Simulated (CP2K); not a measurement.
Band structure of Cu₂O (Pn-3m, 6 atoms in the cell).

```
CELL_PARAMETERS angstrom
      4.22717     0.00000     0.00000
      0.00000     4.22717     0.00000
      0.00000     0.00000     4.22717
ATOMIC_POSITIONS crystal
  Cu 0.25000 0.25000 0.75000
  Cu 0.25000 0.75000 0.25000
  Cu 0.75000 0.75000 0.75000
  Cu 0.75000 0.25000 0.25000
  O  0.50000 0.50000 0.50000
  O  0.00000 0.00000 0.00000
```

Level of theory: LDA (Pade form), GPW, DZVP-MOLOPT-SR-GTH basis, GTH-PADE potentials (GTH_POTENTIALS) in CP2K 2026.2.

Settings: CUTOFF = 600 Ry; REL_CUTOFF = 40 Ry; KPOINTS/SCHEME = MONKHORST-PACK 5 5 5; XC_FUNCTIONAL = PADE; Cu/BASIS_SET = DZVP-MOLOPT-SR-GTH; Cu/POTENTIAL = GTH-PADE-q11; O/BASIS_SET = DZVP-MOLOPT-SR-GTH; O/POTENTIAL = GTH-PADE-q6; METHOD = GPW; EPS_DEFAULT = 1e-10; EXTRAPOLATION = USE_GUESS; NGRIDS = 5; SCF_GUESS = ATOMIC; EPS_SCF = 1e-06.

The starting cell comes from a database of computed structures (which also holds hypothetical and non-ambient phases and stackings), without a prior relaxation at this level. Its lattice was rescaled by a random factor within 2.5 % of one. Values carry the incompleteness of an atom-centred basis.

### Question
Predict the gap along the standard path and the places of the band edges.

### Answer
The gap along the path is 0.51 eV, direct at Γ to within 0.01 eV.

Levels in eV from the top of the valence band on the SCF mesh, bands 25 to 29:
```tsv
point	25	26	27	28	29
Γ	-1.43	0.00	0.00	0.00	0.51
X	-1.35	-1.35	-0.42	-0.42	2.30
M	-1.37	-1.37	-0.68	-0.68	1.96
R	-1.08	-0.55	-0.55	-0.55	2.45
```

Higher empty bands are left out: an atom-centred basis made for the valence describes them poorly.
